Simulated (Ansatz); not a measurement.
## ZrPt₃ (space group P6_3/mmc, No. 194; a cell from a computed database, its experimental status unchecked)

```yaml
crystal:
  lattice:
    - [5.65371, 0.00000, 0.00000]
    - [-2.82685, 4.89625, 0.00000]
    - [0.00000, 0.00000, 9.23395]
  atoms:
    - { symbol: Zr, position: [0.00000, 0.00000, 0.50000] }
    - { symbol: Zr, position: [0.00000, 0.00000, 0.00000] }
    - { symbol: Zr, position: [0.33333, 0.66667, 0.25000] }
    - { symbol: Zr, position: [0.66667, 0.33333, 0.75000] }
    - { symbol: Pt, position: [0.50000, 0.50000, 0.50000] }
    - { symbol: Pt, position: [0.00000, 0.50000, 0.00000] }
    - { symbol: Pt, position: [0.50000, 0.00000, 0.50000] }
    - { symbol: Pt, position: [0.50000, 0.50000, 0.00000] }
    - { symbol: Pt, position: [0.00000, 0.50000, 0.50000] }
    - { symbol: Pt, position: [0.50000, 0.00000, 0.00000] }
    - { symbol: Pt, position: [0.82982, 0.65965, 0.25000] }
    - { symbol: Pt, position: [0.17018, 0.34035, 0.75000] }
    - { symbol: Pt, position: [0.17018, 0.82982, 0.75000] }
    - { symbol: Pt, position: [0.82982, 0.17018, 0.25000] }
    - { symbol: Pt, position: [0.34035, 0.17018, 0.25000] }
    - { symbol: Pt, position: [0.65965, 0.82982, 0.75000] }
```

The values are results of DFT with PBEsol, PAW potentials and a 420 eV plane-wave cutoff in Ansatz (a program for electronic structure), scalar-relativistic without spin-orbit coupling, not measurements. Settings: 8×8×4 k-points, 0.05 eV Fermi–Dirac smearing.

```yaml
volume_per_atom: 15.98 Å³
density: 17.58 g/cm³
band_gap: zero
total_energy: -10321.091 eV/atom (σ→0; compares only within this code and set-up)
```

Stability against distortions was not tested. All final runs are without spin polarisation.
